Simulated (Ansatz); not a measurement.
The starting structures come from a database of crystals and need not be the phases stable at ambient conditions.

The decay constant κ of evanescent states in the gap governs leakage through a thin film.

Consider the following.

```yaml
crystal:
  lattice:
    - [6.57251, 0.00000, 0.00000]
    - [0.00000, 7.02889, 0.00000]
    - [3.28626, 3.51444, 6.70662]
  atoms:
    - { symbol: K, position: [0.35776, 0.69151, 0.28448] }
    - { symbol: K, position: [0.64224, 0.30849, 0.71552] }
    - { symbol: K, position: [0.14224, 0.97599, 0.71552] }
    - { symbol: K, position: [0.85776, 0.02401, 0.28448] }
    - { symbol: Ge, position: [0.75000, 0.50000, 0.00000] }
    - { symbol: Ge, position: [0.25000, 0.50000, 0.00000] }
    - { symbol: As, position: [0.10283, 0.43087, 0.79434] }
    - { symbol: As, position: [0.89717, 0.56913, 0.20566] }
    - { symbol: As, position: [0.39717, 0.22521, 0.20566] }
    - { symbol: As, position: [0.60283, 0.77479, 0.79434] }
```

Space group of this cell: Ibam. The cell is taken as given.

Transport runs along the normal of the first two printed cell vectors.

No gap correction and no spin-orbit coupling; mid-gap values are interpolated between computed energies.

Question: Compute, with PBEsol in Ansatz (a first-principles code), the band gap and the smallest decay constant κ at mid-gap.

Answer: Gap 0.80 eV on a 6×6×6 mesh; κ = 0.118 1/Å, at the zone centre.
